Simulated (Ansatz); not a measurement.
Consider BN in the zinc blende structure (space group F-43m, No. 216; a = 3.606 Å). Axes: x, y, z lie along the cube axes.

Calculations: PBEsol in Ansatz (plane waves to 420 eV, PAW, without spin-orbit coupling).

Strains are applied to the cell and any free atomic positions relax; under biaxial strain the out-of-plane vector relaxes too.

One change was made to it. Results:

The band gap decreases by 0.53 eV, from 4.30 eV to 3.77 eV; the electron mass goes from 0.89 mₑ along k, 0.29 mₑ across (at X) to 0.85 mₑ along k, 0.30 mₑ across (at X); the pressure (mean of the normal stresses, compression positive) goes from zero to -11.05 GPa.

Q: Name the change that was made.
(A) biaxial strain +2.00 %, plane normal [001], relaxed out of plane
(B) biaxial strain +2.50 %, plane normal [001], relaxed out of plane
(C) biaxial strain −2.00 %, plane normal [001], relaxed out of plane
(D) biaxial strain −1.00 %, plane normal [001], relaxed out of plane
(E) biaxial strain −3.00 %, plane normal [001], relaxed out of plane

A: A, biaxial strain +2.00 %, plane normal [001], relaxed out of plane. For comparison, the band gap in the other runs: biaxial strain −2.00 %, plane normal [001], relaxed out of plane gives 4.05 eV; biaxial strain −3.00 %, plane normal [001], relaxed out of plane gives 3.93 eV; biaxial strain +2.50 %, plane normal [001], relaxed out of plane gives 3.64 eV; biaxial strain −1.00 %, plane normal [001], relaxed out of plane gives 4.18 eV.

Masses are band curvatures over ±0.01 Å⁻¹ around the edge. Along k means along the line from Γ to the band edge. Whether these cells are dynamically stable was not tested.

Ansatz is a first-principles code.
